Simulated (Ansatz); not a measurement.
Band structure of Y2BiO2 (I4/mmm, 5 atoms in the cell).

```yaml
crystal:
  lattice:
    - [-1.93561, 1.93561, 6.73631]
    - [1.93561, -1.93561, 6.73631]
    - [1.93561, 1.93561, -6.73631]
  atoms:
    - { symbol: Y, position: [0.66842, 0.66842, 0.00000] }
    - { symbol: Y, position: [0.33158, 0.33158, 0.00000] }
    - { symbol: Bi, position: [0.00000, 0.00000, 0.00000] }
    - { symbol: O, position: [0.75000, 0.25000, 0.50000] }
    - { symbol: O, position: [0.25000, 0.75000, 0.50000] }
```

Method: PBEsol, PAW files made with PBE (plane waves; Ansatz, a quantum-chemistry and plane-wave program).

Settings: kpoints.mp_grid.grid = 7 7 7; hamiltonian.xc = pbesol; hamiltonian.pseudopotentials = {kind: paw} (the program's default PAW files); scf.occupations.method = gaussian; scf.occupations.width = 0.272 eV; kpoints.band_path.npoints = 8.

The starting cell comes from a database of computed structures (which also holds hypothetical and non-ambient phases and stackings), without a prior relaxation at this level. Spin-orbit coupling is off.

Levels in eV from the Fermi level, bands 21 to 28:
| point | 21 | 22 | 23 | 24 | 25 | 26 | 27 | 28 |
|---|---|---|---|---|---|---|---|---|
| Γ | -3.29 | -3.29 | -1.31 | 0.94 | 0.94 | 2.11 | 2.52 | 2.90 |
| X | -3.45 | -3.45 | -2.72 | -2.60 | -0.76 | 1.10 | 1.93 | 2.05 |
| Y | -3.51 | -3.34 | -2.66 | -2.54 | -0.77 | 1.13 | 1.94 | 2.09 |
| S | -4.50 | -3.93 | -3.18 | -1.68 | 1.46 | 2.73 | 2.91 | 3.32 |
| Z | -3.25 | -3.25 | -2.60 | 0.84 | 0.84 | 1.96 | 2.91 | 2.94 |
| S1 | -4.50 | -3.93 | -3.18 | -1.68 | 1.46 | 2.73 | 2.91 | 3.32 |
| N | -4.40 | -4.08 | -3.16 | -1.64 | 1.51 | 2.42 | 3.13 | 3.29 |
| P | -3.45 | -3.45 | -2.66 | -2.66 | -0.76 | 1.11 | 1.99 | 1.99 |
| Y1 | -3.51 | -3.34 | -2.66 | -2.54 | -0.77 | 1.13 | 1.94 | 2.09 |

Bands cross the Fermi level along this path, so the cell is metallic at this level.

Keys are those of Ansatz 0.2.
